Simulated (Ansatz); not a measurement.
# CdGeAs2 under a change: strain tensor (xx, yy, zz, yz, xz, xy) = (+0.58, −1.42, −0.96, −1.74, +0.12, −1.19) %

Base system: CdGeAs₂ in the chalcopyrite structure (space group I-42d, No. 122; a = 5.9422 Å, c = 11.3136 Å). Axes: x, y, z lie along a, b, c of the conventional cell.

Modification: the symmetric strain tensor [0.0058 -0.0118 0.0012; -0.0118 -0.0142 -0.0174; 0.0012 -0.0174 -0.0096]; the atoms relax in the strained cell.

Method: Ansatz (a first-principles code) PBEsol, scalar-relativistic without spin-orbit coupling, earlier PAW set. Γ-centred 8×8×8 mesh, Fermi–Dirac width 0.05 eV.

```tsv
quantity	base	changed	shift
volume per atom	24.97 Å³	24.51 Å³	-0.46 Å³
shortest interatomic distance	4.625 bohr	4.565 bohr	-0.060 bohr
energy relative to the base (free energy F)	0 meV/atom	+7.7 meV/atom	+7.7 meV/atom
pressure (mean of the normal stresses, compression positive)	-0.01 GPa	1.14 GPa	+1.15 GPa
band gap (uncertain: the edges found look like a band crossing or inverted bands; both cells)	0.13 eV	0.11 eV	-0.026 eV
stress (xx, yy, zz, yz, xz, xy; compression positive)	–	(0.67, 1.52, 1.23, 1.39, -0.12, 0.91) GPa	–
```

Final structure:

```
CELL_PARAMETERS angstrom
     -3.01675     2.86568     5.54725
      3.03032    -3.06254     5.65778
      2.94633     2.99213    -5.65064
ATOMIC_POSITIONS crystal
  Cd 0.74667 0.25549 0.50105
  Cd 0.00606 0.00927 0.00945
  Ge 0.25235 0.75168 0.50173
  Ge 0.49909 0.50039 0.99976
  As 0.14595 0.11917 0.52118
  As 0.60269 0.62477 0.47585
  As 0.37409 0.84275 0.96974
  As 0.87310 0.39647 0.02125
```

Gaps are Kohn–Sham eigenvalue differences; semilocal functionals usually give less than the measured gap. Stability against distortions was not tested. The zero or small gap of CdGeAs2 can change with the level of theory.
